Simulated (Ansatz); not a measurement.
Defect migration in wurtzite GaN: Al-vacancy pair (Al on one host Ga site, one Ga site vacant), charge state -3. Level of theory: PBE, PAW (plane waves to 420 eV; Ansatz, a quantum-chemistry and plane-wave program).

Cell of 72 host sites held at the relaxed PBE lattice; one k-point at (0.125, 0.250, 0.250); Fermi-Dirac width 0.01 eV, spin-restricted; finite-size errors left in. Energies are static. The charge state is imposed; whether it is stable for some Fermi level was not computed. Forms of the defect that were not tried may lie lower.

Barriers: single points on a 2×2×2 k-point mesh shifted by half a step along c at the bands' geometries (they differ from the bands' own by up to 0.06 eV, and are uncertain by about as much).

The step: one Ga atom jumps into the vacancy from a nearby Ga site (Al-vacancy distance between ideal sites 3.21 Å throughout). Atoms about the jump, Cartesian Å from the middle of the jump, before and after:

| atom | x0 | y0 | z0 | x1 | y1 | z1 |
|---|---|---|---|---|---|---|
| Ga1 | 0.00 | 0.89 | -1.26 | 0.00 | -0.89 | 1.26 |
| N2 | 0.00 | 1.06 | 0.60 | 0.00 | 0.93 | 0.85 |
| N3 | -0.04 | -0.97 | -1.98 | -0.04 | -1.14 | -2.01 |
| N4 | -1.75 | -1.94 | 0.52 | -1.61 | -1.86 | 0.60 |
| N5 | 1.71 | -1.91 | 0.61 | 1.62 | -1.86 | 0.66 |
| Al6 | -1.60 | -1.86 | -1.29 | -1.57 | -1.84 | -1.34 |
| Ga7 | 1.59 | -1.86 | -1.26 | 1.56 | -1.83 | -1.34 |
| N8 | -1.61 | 1.85 | -1.97 | -1.70 | 1.91 | -2.01 |
| N9 | 1.63 | 1.85 | -1.97 | 1.74 | 1.92 | -2.02 |
| Ga10 | -1.56 | 1.82 | 1.28 | -1.57 | 1.84 | 1.28 |
| Ga11 | 1.57 | 1.82 | 1.29 | 1.58 | 1.84 | 1.28 |

Question: Give the saddle-point geometry and the barrier.

Answer: 
| atom | x | y | z |
|---|---|---|---|
| Ga1 | -0.02 | -0.04 | -0.44 |
| N2 | 0.00 | 1.15 | 0.87 |
| N3 | -0.03 | -1.18 | -1.95 |
| N4 | -1.68 | -1.81 | 0.46 |
| N5 | 1.65 | -1.79 | 0.53 |
| Al6 | -1.68 | -1.98 | -1.38 |
| Ga7 | 1.71 | -1.99 | -1.36 |
| N8 | -1.63 | 1.79 | -1.95 |
| N9 | 1.67 | 1.82 | -1.95 |
| Ga10 | -1.63 | 1.92 | 1.33 |
| Ga11 | 1.64 | 1.92 | 1.33 |
It lies 1.90 eV above the start and 1.93 eV above the end. The saddle point's order was not checked.
